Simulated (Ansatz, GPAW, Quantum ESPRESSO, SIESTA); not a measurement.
**Code comparison for a (001) slab of MgMo3 (cut from a parent of space group no. 225; 8 atoms in the cell)**

Self-consistent single point.

```xyz
8
Lattice="4.5092 0.0000 0.0000 -4.5092 4.5092 0.0000 0.0000 0.0000 14.7828" Properties=species:S:1:pos:R:3 pbc="T T T"
Mg     0.0000     0.0000     9.7828
Mg    -2.2546     2.2546     6.5943
Mo     2.2546     0.0000     8.1885
Mo     0.0000     2.2546     8.1885
Mo    -2.2546     2.2546     9.7828
Mo     0.0000     2.2546     5.0000
Mo     2.2546     0.0000     5.0000
Mo     0.0000     0.0000     6.5943
```

All programs got the same cell, k-point mesh and kind of occupations (in Ansatz's words: kpoints.mp_grid.grid = 5 5 1; scf.occupations.method = fermi_dirac; scf.occupations.width = 0.136 eV); potentials, basis and cutoffs are each program's usual ones.

```csv
code,model,largest force (eV/Å),k-points,cutoff
Ansatz,"PBE, PAW files",3.521,6,default
SIESTA,"GGA PBE, numerical atomic orbitals TZP, PseudoDojo PBE standard norm-conserving potentials (rewritten from UPF to PSML)",3.586,13,grid 350 Ry
GPAW,"PBE, GPAW PAW datasets PBE (gpaw-data 1.0.1)",3.476,9,850 eV
Quantum ESPRESSO,"PBE, PseudoDojo standard norm-conserving (PBE) pseudopotentials",3.505,6,85 Ry
```

Size of the force on each atom (eV/Å): Sizes of forces hide their directions.

```tsv
code	Mg1	Mg2	Mo3	Mo4	Mo5	Mo6	Mo7	Mo8
Ansatz	1.166	0.013	0.879	0.879	3.521	0.639	0.639	0.670
SIESTA	1.179	0.064	0.795	0.796	3.586	0.619	0.619	0.501
GPAW	1.160	0.015	0.861	0.861	3.476	0.635	0.635	0.662
Quantum ESPRESSO	1.173	0.019	0.882	0.882	3.505	0.628	0.628	0.669
```

The spread over the programs that give each value: largest force within 0.110 eV/Å.

The starting cell comes from a database of computed structures (which also holds hypothetical and non-ambient phases and stackings), without a prior relaxation at this level. The slab is cut from that crystal, and its faces are unrelaxed. On Ansatz's run: Spin polarisation is off. The two faces of this cut differ, and no dipole correction was used. In the base run, forces exceed 1 eV/Å.

Why do the programs differ, and what cannot be compared?

Differences of this kind can come from the potentials, where these differ, and from what each basis and cutoff leave unconverged. The zero of total energies and Fermi levels follows the potentials and each program's conventions, so they are not compared here. SIESTA uses small atom-centred bases, whose incompleteness enters pressures, forces and empty levels differently from a plane-wave cutoff. The programs reduce the same mesh by symmetry to different extents, which changes the work and not the result. In the force vectors, SIESTA (by 0.168) lies more than 0.08 eV/Å from the median of the plane-wave programs.

Left out of this page: ABINIT and FLEUR (stopped by limits of time or memory).

Ansatz is an electronic-structure program.

Keys are those of Ansatz 0.2.
